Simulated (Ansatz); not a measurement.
# Element substitutions in InAs

Consider InAs in the zinc blende structure (space group F-43m, No. 216).

```xyz
2
Lattice="0.0000 3.0437 3.0437 3.0437 0.0000 3.0437 3.0437 3.0437 0.0000" Properties=species:S:1:pos:R:3 pbc="T T T"
As     4.5655     4.5655     4.5655
In     0.0000     0.0000     0.0000
```

Each row replaces one element on all its sites; cell and atoms are relaxed.

Calculations: plane-wave PAW DFT at the PBEsol level (Ansatz, an electronic-structure program, 420 eV), no spin-orbit coupling, earlier PAW set.

```
change   band gap  shortest interatomic distance     density
-------  --------  -----------------------------  ----------
base         zero                        2.636 Å  5.59 g/cm³
In → B    1.08 eV                        2.064 Å  5.25 g/cm³
In → Ru      zero                        2.340 Å  7.41 g/cm³
As → Ru      zero                        2.559 Å  6.95 g/cm³
As → Sb      zero                            [?]         [?]
```

Problem. Complete the table.

Solution. 
- As → Sb, shortest interatomic distance: 2.823 Å
- As → Sb, density: 5.67 g/cm³

With Sb present, leaving out spin-orbit coupling can change the band edges. Stability against distortions was not tested. As relaxed here, RuAs and InRu are hypothetical phases, not in the database extracts checked. The final runs are not spin-polarised. An odd electron count without spin: RuAs and InRu. InRu has a high density of states at the Fermi level and may be magnetic at this level. A zero or small gap of InAs and InSb can be the functional's error rather than a property of the material.
